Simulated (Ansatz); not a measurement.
```
Hf
1.0
    3.02384     0.00000     0.00000
    1.51192     2.61872     0.00000
    0.00000     0.00000     5.07439
Hf
2
Direct
  0.66667   0.66667   0.75000
  0.33333   0.33333   0.25000
```

No spin polarisation.

All numbers come from plane-wave PAW DFT at the LDA level (Ansatz, a program for electronic structure, 420 eV), spin-orbit coupling left out. k-mesh 21×21×12 (Γ-centred); smearing 0.1 eV (Fermi–Dirac).

**Question.** Predict the in-plane stress and band gap.

**Answer.** 
- Mean in-plane stress (compression positive) = +6.5 GPa
- Band gap = zero

The cells carry an imposed strain or load. No phonon test of stability was made. The final runs are not spin-polarised. The cell was made from Hf in the hcp (Mg type) structure (space group P6_3/mmc, No. 194) by this change: biaxial strain −3.00 %, plane normal [001], relaxed out of plane.
